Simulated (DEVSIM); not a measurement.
Model (solved in DEVSIM): 1D drift-diffusion, Boltzmann statistics, complete ionisation; no tunnelling, impact ionisation, image-force lowering or self-heating. Metal contacts follow the ideal Schottky-Mott rule: no Fermi-level pinning, no interface dipoles.

Device: Schottky contact on p-type Si, at 300 K.

| layer (left to right) | material | thickness (μm) | Na (cm⁻³) | τn (s) | τp (s) |
|---|---|---|---|---|---|
| 1 | Si | 0.550 | 3.6e15 | 2.2e-5 | 2.2e-5 |

Left contact: Schottky, work function 4.714 eV, emission velocity 3.6e6 cm/s. Right contact: ohmic. Voltage is applied to the left contact. Recombination: SRH at mid-gap, radiative. Mobility is μmin + (μ − μmin)/(1 + (N/Nref)^α).

Constants are typed, rounded textbook-type inputs, not results; the design itself was drawn at random and stands for no fabricated device. Values at 300 K. The table also holds parameters that only a changed run uses.

```
parameter           Si
-------------  -------
gap (eV)         1.124
affinity (eV)     4.05
permittivity      11.7
Nc (cm⁻³)      2.86e19
Nv (cm⁻³)       3.1e19
μn (cm²/Vs)       1417
μp (cm²/Vs)        470
μn,min              52
μp,min              45
Nref,n          9.7e16
Nref,p          2.2e17
αn                0.68
αp                0.72
B (cm³/s)      4.7e-15
Cn (cm⁶/s)     2.8e-31
Cp (cm⁶/s)     9.9e-32
```

One input was changed, with this effect: largest field in the device at zero bias 15000 → 13000 V/cm; potential step across the device at zero bias 0.226 → 0.176 V; dark forward voltage at 100 A/cm² 0.192 → 0.142 V.

Which change was it?
A. metal work function 4.714 → 4.764 eV
B. constant mobility in place of the doping-dependent one
C. Auger recombination switched on
D. thickness of layer 1 0.55 → 0.33 μm
E. minority lifetime in layer 1 2.2e-05 → 6.6e-06 s

A, metal work function 4.714 → 4.764 eV
